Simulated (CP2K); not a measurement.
A self-consistent single point of BaMg6W (P4/mmm, 8 atoms in the cell) with CP2K

Method of the run: LDA (Pade form), GPW, DZVP-MOLOPT-SR-GTH basis, GTH-PADE potentials (GTH_POTENTIALS) (CP2K 2026.2).

Input:

```
&GLOBAL
  PROJECT bamg6w
  RUN_TYPE ENERGY_FORCE
  PRINT_LEVEL MEDIUM
&END GLOBAL
&FORCE_EVAL
  METHOD Quickstep
  STRESS_TENSOR ANALYTICAL
  &DFT
    BASIS_SET_FILE_NAME BASIS_MOLOPT
    POTENTIAL_FILE_NAME GTH_POTENTIALS
    &QS
      METHOD GPW
      EPS_DEFAULT 1E-10
    &END QS
    &MGRID
      CUTOFF 1000
      REL_CUTOFF 50
      NGRIDS 5
    &END MGRID
    &SCF
      SCF_GUESS ATOMIC
      EPS_SCF 1E-6
      MAX_SCF 100
      ADDED_MOS 14
      &DIAGONALIZATION
        ALGORITHM STANDARD
      &END DIAGONALIZATION
      &MIXING
        METHOD BROYDEN_MIXING
        ALPHA 0.2
        NBUFFER 8
        BETA 1.5
      &END MIXING
      &SMEAR ON
        METHOD FERMI_DIRAC
        ELECTRONIC_TEMPERATURE [K] 1160.45
      &END SMEAR
    &END SCF
    &KPOINTS
      SCHEME MONKHORST-PACK 3 3 5
    &END KPOINTS
    &XC
      &XC_FUNCTIONAL PADE
      &END XC_FUNCTIONAL
    &END XC
    &PRINT
      &MO
        EIGENVALUES T
        OCCUPATION_NUMBERS T
        NDIGITS 8
        FILENAME mo
        &EACH
          QS_SCF 0
        &END EACH
        ADD_LAST NUMERIC
      &END MO
      &MULLIKEN ON
      &END MULLIKEN
    &END PRINT
  &END DFT
  &SUBSYS
    &CELL
      A 6.66290100 0.00000000 0.00000000
      B 0.00000000 6.66290100 0.00000000
      C 0.00000000 0.00000000 4.35240100
      PERIODIC XYZ
    &END CELL
    &COORD
      Ba       0.00000000     0.00000000     2.17620050
      Mg       0.00000000     3.33145050     2.17620050
      Mg       3.33145050     0.00000000     2.17620050
      Mg       4.73985451     1.92304649     0.00000000
      Mg       1.92304649     4.73985451     0.00000000
      Mg       4.73985451     4.73985451     0.00000000
      Mg       1.92304649     1.92304649     0.00000000
      W        3.33145050     3.33145050     2.17620050
    &END COORD
    &KIND Ba
      BASIS_SET DZVP-MOLOPT-SR-GTH-q10
      POTENTIAL GTH-PADE-q10
    &END KIND
    &KIND Mg
      BASIS_SET DZVP-MOLOPT-SR-GTH-q10
      POTENTIAL GTH-PADE-q10
    &END KIND
    &KIND W
      BASIS_SET DZVP-MOLOPT-SR-GTH-q14
      POTENTIAL GTH-PADE-q14
    &END KIND
  &END SUBSYS
  &PRINT
    &FORCES ON
    &END FORCES
    &STRESS_TENSOR ON
    &END STRESS_TENSOR
  &END PRINT
&END FORCE_EVAL
```

The program printed (abridged):

```
 GLOBAL| Method name                                                        CP2K
 GLOBAL| Project name                                                     bamg6w
 GLOBAL| Run type                                                   ENERGY_FORCE

 CELL| Volume [angstrom^3]:                                           193.221577
 CELL| Vector a [angstrom]:       6.663     0.000     0.000   |a| =     6.662901
 CELL| Vector b [angstrom]:       0.000     6.663     0.000   |b| =     6.662901
 CELL| Vector c [angstrom]:       0.000     0.000     4.352   |c| =     4.352401
 CELL| Angle (b,c), alpha [degree]:                                    90.000000
 CELL| Angle (a,c), beta  [degree]:                                    90.000000
 CELL| Angle (a,b), gamma [degree]:                                    90.000000
 CELL| Numerically orthorhombic:                                             YES
 CELL| Periodicity                                                           XYZ

 DFT| Spin restricted Kohn-Sham (RKS) calculation                            RKS
 DFT| Multiplicity                                                             1
 DFT| Number of spin states                                                    1
 DFT| Charge                                                                   0
 DFT| XC density smoothing                                                  NONE
 DFT| XC derivatives                                                          PW

 QS| Method:                                                                 GPW
 QS| Density plane wave grid type                        NON-SPHERICAL FULLSPACE
 QS| Number of grid levels:                                                    5
 QS| Density cutoff [a.u.]:                                                500.0
 QS| Multi grid cutoff [a.u.]: 1) grid level                               500.0
   [... lines left out ...]
 BRILLOUIN| Wavefunction type                                            COMPLEX
 BRILLOUIN| List of Kpoints [2 Pi/Bohr]                                       23
 BRILLOUIN| Number           Weight            X              Y              Z
 BRILLOUIN|     1           0.04444       -0.33333       -0.33333       -0.40000
 BRILLOUIN|     2           0.04444       -0.33333       -0.33333       -0.20000
 BRILLOUIN|     3           0.04444       -0.33333       -0.33333        0.00000
   [... 20 lines left out ...]
 *******************************************************************************

 Extrapolation method: initial_guess

 Re-scaling the density matrix to get the right number of electrons
                  # Electrons              Trace(P)               Scaling factor
                           84                84.000                        1.000

 Number of electrons:                                                         84
 Number of occupied orbitals:                                                 42
 Number of molecular orbitals:                                                56

 Number of orbital functions:                                                 94
 Number of independent orbital functions:                                     94
 SCF WAVEFUNCTION OPTIMIZATION

  Step     Update method      Time    Convergence         Total energy    Change
     1 NoMix/Diag. 0.20E+00      -     1.66760941      -474.1266476071 -4.74E+02
     2 Broy./Diag. 0.20E+00      -     0.03627159      -473.3612645764  7.65E-01
     3 Broy./Diag. 0.20E+00      -     0.12003814      -473.0193205922  3.42E-01
     4 Broy./Diag. 0.20E+00      -     0.07108388      -472.8160639271  2.03E-01
     5 Broy./Diag. 0.20E+00      -     0.03111508      -472.4433835741  3.73E-01
     6 Broy./Diag. 0.20E+00      -     0.01200870      -472.5940481179 -1.51E-01
     7 Broy./Diag. 0.20E+00      -     0.00519080      -472.6166494385 -2.26E-02
   [... 5 lines left out ...]
    13 Broy./Diag. 0.20E+00      -     0.00002828      -472.6160268665  1.05E-03
    14 Broy./Diag. 0.20E+00      -     0.00003947      -472.6163791878 -3.52E-04
    15 Broy./Diag. 0.20E+00      -     0.00000338      -472.6164294628 -5.03E-05
    16 Broy./Diag. 0.20E+00      -     0.00001124      -472.6164323970 -2.93E-06
    17 Broy./Diag. 0.20E+00      -     0.00000074      -472.6164203663  1.20E-05
  *** SCF run converged in    17 steps ***

  Electronic density on regular grids:        -83.9999998609        0.0000001391
  Core density on regular grids:               83.9999999968       -0.0000000032
  Total charge density on r-space grids:        0.0000001359
  Total charge density g-space grids:           0.0000001359

  Overlap energy of the core charge distribution:               0.00000000000000
  Self energy of the core charge distribution:               -956.98690362265620
  Core Hamiltonian energy:                                    275.85584005853059
  Hartree energy:                                             269.91138520317378
  Exchange-correlation energy:                                -61.39030876222084
  Electronic entropic energy:                                  -0.00643324014337
  Fermi energy:                                                 0.22318645157268

  Total energy:                                              -472.61642036625005
  Total energy (extrapolated to T->0):                       -472.61320374617839

                     Mulliken Population Analysis

 #  Atom  Element  Kind  Atomic population                           Net charge
       1     Ba       1          9.287618                              0.712382
       2     Mg       2          9.923548                              0.076452
       3     Mg       2          9.923548                              0.076452
       4     Mg       2          9.996292                              0.003708
       5     Mg       2          9.996292                              0.003708
       6     Mg       2          9.996292                              0.003708
       7     Mg       2          9.996292                              0.003708
       8     W        3         14.880117                             -0.880117
 # Total charge                             84.000000                 -0.000000

 ENERGY| Total FORCE_EVAL ( QS ) energy [hartree]           -472.616406976317478

 FORCES| Atomic forces [hartree/bohr]
 FORCES|   Atom     x               y               z               |f|
 FORCES|      1 -5.40195992E-10 -1.25696736E-11 -7.60278664E-12   5.40395697E-10
 FORCES|      2  1.98211904E-08 -2.04650881E-08  2.55391387E-08   3.82615607E-08
 FORCES|      3 -2.10309414E-08  2.04249561E-08  2.55391302E-08   3.88809271E-08
 FORCES|      4 -2.64068144E-03  2.64068099E-03  2.16944208E-08   3.73448719E-03
 FORCES|      5  2.64068211E-03 -2.64068257E-03  2.16944828E-08   3.73448878E-03
 FORCES|      6 -2.64068144E-03 -2.64068099E-03  2.16902048E-08   3.73448719E-03
 FORCES|      7  2.64068212E-03  2.64068256E-03  2.16979627E-08   3.73448878E-03
 FORCES|      8  3.51209675E-10 -2.20637874E-12 -3.43177650E-10   4.91043789E-10
 FORCES| Sum    -5.42600139E-11 -6.29168037E-11  1.37504560E-07
 FORCES| Total atomic force                                       1.37504585E-07

 STRESS| Analytical stress tensor [bar]
 STRESS|                        x                   y                   z
 STRESS|      x       -9.63870352651E+03  -2.43419793559E-03   5.94259283251E-06
 STRESS|      y       -2.43419793559E-03  -9.63870352608E+03   6.04263924792E-06
 STRESS|      z        5.94259283251E-06   6.04263924792E-06  -1.86459892127E+04
 STRESS| 1/3 Trace                                            -1.26411320884E+04
```

The run converged in 17 iterations.

The starting cell comes from a database of computed structures (which also holds hypothetical and non-ambient phases and stackings), without a prior relaxation at this level. Its lattice was rescaled by a random factor within 2.5 % of one. Spin polarisation is off. Values carry the incompleteness of an atom-centred basis.
